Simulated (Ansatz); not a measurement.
## GaAs (model structure, within 0.1 Å of Fm-3m, No. 225, 2 atoms in the cell)

Calculation: PBEsol in Ansatz (PAW).

Run with plane-wave cutoff 500 eV, 14×14×14 k mesh, Fermi–Dirac smearing 0.05 eV, scalar-relativistic PAW data made under PBE.

Cell (relaxed at this level):

```cif
data_AsGa
_chemical_formula_sum 'Ga1 As1'
_space_group_name_H-M_alt 'P 1'
_space_group_IT_number 1
_cell_length_a 3.74291
_cell_length_b 3.74291
_cell_length_c 3.74291
_cell_angle_alpha 60.233
_cell_angle_beta 60.233
_cell_angle_gamma 60.233
loop_
_space_group_symop_operation_xyz
  'x, y, z'
loop_
_atom_site_label
_atom_site_type_symbol
_atom_site_fract_x
_atom_site_fract_y
_atom_site_fract_z
_atom_site_occupancy
Ga1 Ga 0.75000 0.75000 0.75000 1
As1 As 0.25000 0.25000 0.25000 1
```

```yaml
band_gap: none
```

Spin–orbit coupling is not included.

Static lattice: no zero-point or thermal effects.

A model structure was made by putting elements into a prototype or built by hand; it is no filed structure, need not be a known phase, and can be a saddle point held by its symmetry.

Ansatz is a quantum-chemistry and plane-wave program.
